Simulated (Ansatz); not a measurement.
Response to strain in AlBiO3

The parent structure is AlBiO3 (space group R3c, No. 161; a cell from a computed database, its experimental status unchecked).

```yaml
crystal:
  lattice:
    - [2.68147, 1.54815, 4.42060]
    - [-2.68147, 1.54815, 4.42060]
    - [0.00000, -3.09629, 4.42060]
  atoms:
    - { symbol: Al, position: [0.27875, 0.27875, 0.27875] }
    - { symbol: Al, position: [0.77875, 0.77875, 0.77875] }
    - { symbol: Bi, position: [0.00644, 0.00644, 0.00644] }
    - { symbol: Bi, position: [0.50644, 0.50644, 0.50644] }
    - { symbol: O, position: [0.55002, 0.07989, 0.98842] }
    - { symbol: O, position: [0.98842, 0.55002, 0.07989] }
    - { symbol: O, position: [0.07989, 0.98842, 0.55002] }
    - { symbol: O, position: [0.48842, 0.57989, 0.05002] }
    - { symbol: O, position: [0.57989, 0.05002, 0.48842] }
    - { symbol: O, position: [0.05002, 0.48842, 0.57989] }
```

Cartesian axes are those of the cell as printed.

Strains are applied to the cell and any free atomic positions relax; under biaxial strain the out-of-plane vector relaxes too.

Calculations: PBEsol (Ansatz, a first-principles code; PAW; 420 eV plane waves; without spin-orbit coupling).

Notes on the quantities. pressure: mean of the normal stresses, compression positive.

```tsv
case	smallest direct gap	pressure	out-of-plane strain	width of the top valence band
base	2.94 eV	0.00 GPa	–	0.54 eV
biaxial strain −4.53 %, plane normal [001], relaxed out of plane	___	___	___	0.58 eV
biaxial strain −4.14 %, plane normal [001], relaxed out of plane	2.78 eV	12.98 GPa	+2.10 %	0.58 eV
biaxial strain +4.12 %, plane normal [001], relaxed out of plane	3.01 eV	-9.42 GPa	-1.44 %	0.54 eV
```

Q: What belongs in the blanks?

A: 
- biaxial strain −4.53 %, plane normal [001], relaxed out of plane, smallest direct gap: 2.75 eV
- biaxial strain −4.53 %, plane normal [001], relaxed out of plane, pressure: 14.40 GPa
- biaxial strain −4.53 %, plane normal [001], relaxed out of plane, out-of-plane strain: +2.32 %

Spin-orbit coupling, missing from the scalar runs, can matter with Bi. Stability against distortions was not tested.
